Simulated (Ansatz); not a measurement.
**A constructed model of the (111) surface of fcc Rh, p(2x2) surface alloy, Ge on one Rh site of the top plane (bottom of the slab: a bare face, its two planes held)**

The numbers are results of PBE (plane waves to 420 eV, PAW; Ansatz, a quantum-chemistry and plane-wave program), not measurements.

Model: 24-atom slab, 11.0 Å thick at the start, 8x8x1 mesh, Fermi-Dirac 0.1 eV, dipole correction, 8 atoms held, the rest relaxed; start symmetry kept, larger cells not searched; no spin, no spin-orbit, no U. It is one candidate, not shown to be the stable structure of the face.

The work function of the top face is 4.89 eV and the energy released by relaxation is 0.020 eV. The cost comes out as about 5 core-minutes (a rough figure).
